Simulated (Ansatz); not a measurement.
Functionals compared on Cl on the 1x1 (111) surface of fcc Ir, one in a 2x2 cell, started at the site 'bridge Ir-Ir (span 2.7 Å)', in Ansatz (plane waves, PAW). The structure was relaxed with PBE; the other rows are single points on it, each with its references at the same level. Cutoff 420 eV (500 eV for r2SCAN).

Set-up: 17 atoms, 6.6 Å thick at the start under the adsorbate (thin: gaps and levels are the slab's own); mesh 6x6x1; 0.1 eV smearing; dipole correction on; 8 atoms held, the rest relaxed; held to the start's symmetry, so lower structures may exist; no spin, no spin-orbit, no U, no dispersion correction. At the end it is bonded to 3 Ir. In PBE it is, or lies within 0.03 eV of, the lowest of the starts that converged. These notes are the PBE run's. Adsorption energies are against ½ Cl2(g). A negative adsorption energy means that the adsorbate is more stable on the surface than in its reference.

```json
[
 {"functional": "PBE", "adsorption energy (eV)": "-1.39", "work function of the top face (eV)": "4.97", "change of the work function (eV)": "-0.52", "rough cost of the single point": "–"},
 {"functional": "RPBE", "adsorption energy (eV)": "-1.13", "work function of the top face (eV)": "4.86", "change of the work function (eV)": "-0.47", "rough cost of the single point": "roughly 90 core-seconds"},
 {"functional": "r2SCAN", "adsorption energy (eV)": "…", "work function of the top face (eV)": "…", "change of the work function (eV)": "…", "rough cost of the single point": "around 4 core-minutes (rough)"}
]
```

Question: Fill in the missing entries.

Answer: 
- r2SCAN, adsorption energy (eV): -1.71
- r2SCAN, work function of the top face (eV): 5.09
- r2SCAN, change of the work function (eV): -0.45

Ansatz is an electronic-structure program.
